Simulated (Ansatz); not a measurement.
The parent structure is CsBr in the CsCl type structure (space group Pm-3m, No. 221; a = 4.2420 Å). Axes: x, y, z lie along the cube axes.

Level of theory: PBEsol (Ansatz, a program for electronic structure), no SOC.

Base values:

* **Band gap**: 4.45 eV
* **Shortest interatomic distance**: 6.942 bohr

Now apply this change: the symmetric strain tensor [-0.0001 0.0130 0.0130; 0.0130 0.0170 0.0052; 0.0130 0.0052 0.0065]; the atoms relax in the strained cell.

Q: Estimate the effect on the band gap.

A: The band gap decreases by 0.12 eV (4.45 eV → 4.33 eV).

Q: What happens to the shortest interatomic distance?

A: The shortest interatomic distance decreases by 0.041 bohr to 6.901 bohr.

Whether these cells are dynamically stable was not tested.
